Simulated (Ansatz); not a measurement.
Consider a periodic stack without vacuum, hexagonal WC (1 0 0) on zinc-blende ZnSe (0 0 1) (film strained to the substrate, started from cuts of the bulks and a machine-learned relaxation; slabs Se5Zn6 and W8C8, which can lie off the formulas): substrate slab Se5Zn6, film W8C8, surface cells [[1, 0], [1, 1]] and [[-1, 1], [-1, -1]], film strained by -1.9 and +0.7 %, outermost planes Zn/Zn and W/C as cut, which need not be the usual terminations and can put a slab off its formula. Its start:

```
CELL_PARAMETERS angstrom
      4.05491     0.00000     0.00977
      0.00000     4.05491     0.04838
      1.07909     2.35960    26.83478
ATOMIC_POSITIONS crystal
  Se 0.99477 0.54133 0.08340
  Se 0.93480 0.36321 0.29932
  Se 0.46393 0.94761 0.19170
  Se 0.87047 0.23271 0.51519
  Se 0.40237 0.79289 0.40695
  Zn 0.97842 0.99708 0.13868
  Zn 0.50962 0.62750 0.02742
  Zn 0.91859 0.82716 0.35200
  Zn 0.45040 0.40811 0.24565
  Zn 0.90643 0.69929 0.56838
  Zn 0.38627 0.25999 0.45933
  W  0.11863 0.38277 0.65251
  W  0.61676 0.87680 0.65279
  C  0.11115 0.86605 0.67714
  C  0.61088 0.36131 0.67699
  W  0.34256 0.56978 0.74443
  W  0.84272 0.06994 0.74437
  C  0.33436 0.04906 0.77586
  C  0.83399 0.54935 0.77587
  W  0.56674 0.75698 0.84055
  W  0.06700 0.25702 0.84032
  C  0.55830 0.23632 0.87165
  C  0.05830 0.73652 0.87176
  W  0.79402 0.94708 0.93800
  W  0.28544 0.43763 0.93781
  C  0.78158 0.42347 0.96637
  C  0.29104 0.92389 0.96703
```

The start was prepared with a machine-learned potential, and the result is one local minimum, with the in-plane cell held and forces under 0.04 eV/Å; the film can end far from its bulk form.

Calculation: PBE (plane waves to 420 eV, PAW; Ansatz, a program for electronic structure). Scalar-relativistic, without spin–orbit coupling; the runs are not spin-polarised. Its k-point mesh 8×8×1, Fermi–Dirac width 0.05 eV.

Q: Predict the relaxed interface.

A: 
```
Item                                                                                                                     Value
-------------------------------------------------------------------------------  ---------------------------------------------
interface area                                                                                                         16.4 Å²
period                                                                                                                 26.63 Å
heights between the nearest atoms of the two slabs at the two interfaces                                       2.03 and 1.76 Å
W–Zn contacts across the interfaces within 1.22 times the sum of covalent radii                                 6, mean 2.88 Å
C–Zn contacts across the interfaces within 1.22 times the sum of covalent radii                                 2, mean 2.25 Å
estimate of the barrier                                                          withheld, since the two interfaces are unlike
```
